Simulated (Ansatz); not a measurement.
The starting structures come from a database of crystals and need not be the phases stable at ambient conditions.

 Where the default PAW files enter, the runs use the earlier of Ansatz's two default sets.

Here is the system:

```
As2S3
1.0
    4.05180     0.00006     0.00000
   -0.09193    11.55786     0.00000
    0.00000     0.00000     9.39359
As S
8 12
Cartesian
  0.46772   5.91971   1.65757
  3.49215   5.63822   7.73602
  1.42029  11.41712   6.35437
  2.53959   0.14081   3.03923
  2.46338   8.52246   2.90304
  1.49649   3.03547   6.49055
  3.47643   8.81443   7.59983
  0.48345   2.74349   1.79376
  3.78141  10.16210   1.90841
  0.17846   1.39582   7.48519
  2.15840   7.17478   6.60520
  1.80147   4.38314   2.78839
  1.93829   7.54918   0.88860
  2.02158   4.00875   8.50499
 -0.05028   9.78765   5.58540
  4.01016   1.77027   3.80820
  1.99825   1.16548   1.09224
  1.96162  10.39244   8.30135
 -0.01832   4.61348   5.78903
  3.97819   6.94445   3.60456
```

Space group of this cell: P2_1/c. The cell was relaxed by PBE-D3(BJ); by r2SCAN its mean pressure is 0.7 GPa.

Transport runs along the normal of the first two printed cell vectors.

No gap correction and no spin-orbit coupling; mid-gap values are interpolated between computed energies.

Problem. State the band gap and the smallest decay constant κ at mid-gap according to r2SCAN in Ansatz (a first-principles code).

Solution. Gap 1.80 eV on a 8×4×4 mesh; κ = 0.237 1/Å, at (0.250, 0.250) of the in-plane reciprocal vectors. At the zone centre, at the nearest computed energy, the slowest state has κ = 0.28 1/Å.
